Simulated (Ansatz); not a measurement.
Consider WSi$_{2}$ (space group I4/mmm, No. 139; a = 3.2114 Å, c = 7.8048 Å; relaxed with 0.1 eV smearing). Axes: x, y, z lie along a, b, c of the conventional cell.

The values are results of r2SCAN in Ansatz (plane waves to 500 eV, PAW, spin-orbit coupling left out), not measurements.

It is then changed as follows: biaxial strain −3.80 %, plane normal [001], relaxed out of plane (Cartesian); in-plane vectors clamped, the third vector and the atoms free.

What does the calculation give for the in-plane stress after the change?

The mean in-plane stress (compression positive) is +23.3 GPa.

What does the calculation give for the ratio −ε⊥/ε∥ after the change?

The ratio −ε⊥/ε∥ comes out as 0.42.

Whether these cells are dynamically stable was not tested. The final runs are not spin-polarised.

Ansatz is a first-principles code.
